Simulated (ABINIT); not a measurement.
Worked example: self-consistent single point of ZrRh₃ (Pm-3m, 4 atoms in the cell) in ABINIT.

Method of the run: LDA (PW92), spin-orbit coupling, PAW (JTH v2.0 LDA PAW) (plane waves; ABINIT).

```yaml
crystal:
  lattice:
    - [3.93411, 0.00000, 0.00000]
    - [0.00000, 3.93411, 0.00000]
    - [0.00000, 0.00000, 3.93411]
  atoms:
    - { symbol: Zr, position: [0.00000, 0.00000, 0.00000] }
    - { symbol: Rh, position: [0.50000, 0.50000, 0.00000] }
    - { symbol: Rh, position: [0.00000, 0.50000, 0.50000] }
    - { symbol: Rh, position: [0.50000, 0.00000, 0.50000] }
```

Reference input (self-consistent single point, DFT, LDA (PW92), plane waves, PAW (JTH v2.0 LDA PAW)): pseudos = [Zr.LDA_PW-JTH.xml, Rh.LDA_PW-JTH.xml]; ecut = 21 Ha; pawecutdg = 42 Ha; pawxcdev = 0; ixc = 7; occopt = 3; tsmear = 0.00183747 Ha; ngkpt = 6 6 6; nshiftk = 1; shiftk = 0 0 0; potentials = JTH v2.0 LDA PAW; nband = 41. This run's input differs from it in these lines:

```diff
@@ -21,6 +21,8 @@
 ixc 7
+nspinor 2
+nspden 1
 occopt 3
 tsmear 0.00183747
-nband 41
-kptopt 1
+nband 93
+kptopt 4
 ngkpt 6 6 6
```

The program printed (abridged):

```
 ==== Info on pseudopotentials ====
  PAW calculation
  Number of pseudopotentials ..    2
  Number of types of atoms   ..    2
  Calculation with spin-orbit coupling
  Nonlocal part applied using real spherical harmonics
  Max number of non-local projectors over l and type   2
  Highest angular momentum +1 .......   3
  Max number of (l,n)   components ..   6
  Max number of (l,m,n) components ..  18

 Pseudo-Core Charge Info:
   Number of radial points for pseudo-core charge ..    1
   XC core-correction treatment (optnlxccc) ........    1
   Radius for pseudo-core charge for each type .....

  - Atom type    1 has pseudo-core radius .. 80.0000
  - Atom type    2 has pseudo-core radius .. 80.0000

 Info on the Q-grid used for form factors in spline form:
   Number of q-points for radial functions ffspl ..   3001
   Number of q-points for vlspl ...................   3001
   vloc is computed in Reciprocal Space

  XC functional for type 1 is -1012
  XC functional for type 2 is -1012

 symatm: atom number 1 is reached starting at atom
   1  1  1  1  1  1  1  1  1  1  1  1  1  1  1  1  1  1  1  1  1  1  1  1
 symatm: atom number 2 is reached starting at atom
   2  2  2  2  2  2  2  2  3  3  3  3  4  4  4  4  4  4  4  4  3  3  3  3
 symatm: atom number 3 is reached starting at atom
   3  3  3  3  4  4  4  4  4  4  4  4  3  3  3  3  2  2  2  2  2  2  2  2
 symatm: atom number 4 is reached starting at atom
   4  4  4  4  3  3  3  3  2  2  2  2  2  2  2  2  3  3  3  3  4  4  4  4

--- !BUG
src_file: m_inwffil.F90
src_line: 2703
mpi_rank: 0
message: |
    When nspinor2 is 2, nbd2 must be even, while it is nbd2=93
...

  Action: contact ABINIT group (please attach the output of `abinit -b`)

 abinit_abort: decision taken to exit. Check above messages for more info
Abort(13) on node 0 (rank 0 in comm 0): application called MPI_Abort(MPI_COMM_WORLD, 13) - process 0

--- !BUG
src_file: m_inwffil.F90
src_line: 2703
mpi_rank: 0
message: |
    When nspinor2 is 2, nbd2 must be even, while it is nbd2=93
...

  Action: contact ABINIT group (please attach the output of `abinit -b`)
```

The program stopped before any SCF iteration. 

The starting cell comes from a database of computed structures (which also holds hypothetical and non-ambient phases and stackings), without a prior relaxation at this level.
